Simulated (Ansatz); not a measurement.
Worked example: relaxation of the atoms of TiCo (P4mm, 2 atoms in the cell) in Ansatz (an electronic-structure program).

Method: LDA (PW92), default PAW files made with PBE (plane waves; Ansatz).

The change in words: one atom moved by 0.15 angstrom; relax: default → atoms; relax.f_tol: default → 0.1 eV/Å. Reference geometry:
```xyz
2
Lattice="2.9810 0.0000 0.0000 0.0000 2.9810 0.0000 0.0000 0.0000 2.9810" Properties=species:S:1:pos:R:3 pbc="T T T"
Ti     0.0000     0.0000     0.0000
Co     1.4905     1.4905     1.4905
```

Reference input (self-consistent single point, DFT, LDA (PW92), plane waves, default PAW files made with PBE): basis.ecutwfc = 420 eV; kpoints.mp_grid.grid = 11 11 11; hamiltonian.xc = lda; hamiltonian.pseudopotentials = {kind: paw} (the program's default PAW files); scf.occupations.method = fermi_dirac; scf.occupations.width = 0.1 eV. This run's input differs from it in these lines:

```diff
@@ -6,3 +6,3 @@
   atoms:
-    - { symbol: Ti, position: [0.000000, 0.000000, 0.000000] }
+    - { symbol: Ti, position: [0.000000, 0.000000, 0.050318] }
     - { symbol: Co, position: [0.500000, 0.500000, 0.500000] }
@@ -17,2 +17,4 @@
   occupations: { method: fermi_dirac, width: 0.1 eV }
+relax:
+  f_tol: 0.1
 output:
```

Output, abridged:

```
   [... SCF lines of the steps left out ...]
relax step   1: F+E_penalty+E_count = -7513.87410571 eV  Δ(F+E_penalty+E_count) = +0.000e0 eV  max|allowed force component| = 4.947e-1 eV/Å  Δτ_max = 0.0000 Å  (6 SCF iters, dr2 threshold 1.00e-4 eV, accepted)
relax step   2: F+E_penalty+E_count = -7513.89056607 eV  Δ(F+E_penalty+E_count) = -1.646e-2 eV  max|allowed force component| = 3.709e-1 eV/Å  Δτ_max = 0.0190 Å  (6 SCF iters, dr2 threshold 1.53e-5 eV, accepted)
relax step   3: F+E_penalty+E_count = -7513.91136404 eV  Δ(F+E_penalty+E_count) = -2.080e-2 eV  max|allowed force component| = 4.530e-3 eV/Å  Δτ_max = 0.0553 Å  (6 SCF iters, accepted)
the relaxation is at rest under the 8 symmetry operations that the run kept from its start: a minimum is not shown …
Free energy (F): -7513.911364 eV
Internal energy: -7513.822444 eV  (E = F + TS)
E sigma→0 (E₀):  -7513.866904 eV
Entropy (-TS):   -0.088920 eV (-44.460 meV/atom)
Fermi energy:    16.328025 eV
--- Forces (eV/Å), atoms counted from 1 ---
  atom   1  Ti     0.00000000     0.00000000    -0.00452073
  atom   2  Co    -0.00000000     0.00000000     0.00454007
--- Stress (GPa, compression-positive) ---
      -14.222067       0.000000       0.000000
        0.000000     -14.222067       0.000000
        0.000000       0.000000     -14.222068
  P = ⅓ Tr σ = -14.2221 GPa (-142.221 kbar)
  The stress holds the Pulay correction. Without it, at fixed plane waves, as pw.x and ABINIT print it: P = -14.3650 GPa
--- Relaxed structure (3 steps of the walk, 3 accepted, 0 SCFs on fresh bases) ---
  F+E_penalty+E_count = -7513.91136404 eV   max|allowed force component| = 4.530e-3 eV/Å
  atoms:
    - { symbol: Ti, position: [3.230309564793437e-35, 0.0, 0.0253896161753431] }
    - { symbol: Co, position: [0.5, 0.5, 0.5249283838246568] }
```

The run converged.  The full log also holds: “iter 5 did not close the SCF: its close was put off for the readings that it lacked (scf_convergence_deferred on its scf_iter line)”. The full log also holds: “iter 5 did not close the SCF: its close was put off for the readings that it lacked (scf_convergence_deferred on its scf_iter line)”.

Summary of the result:
Free energy E − TS (on the zero of these files): -7513.9114 eV
Fermi level (on the code's own zero): 16.33 eV
Pressure: -14.22 GPa
Largest force (vector length): 0.005 eV/Å
Relaxation steps: 3

The starting cell has typed, rounded lattice constants, without a prior relaxation at this level. Its lattice was rescaled by up to half a per cent. For this run, on top of that: one atom moved by 0.15 angstrom. Spin polarisation is off. The relaxation keeps the symmetry of its start, so its end need not be a minimum. Ansatz's pressure includes its estimate of the finite-basis (Pulay) stress.

Keys are those of Ansatz 0.2.
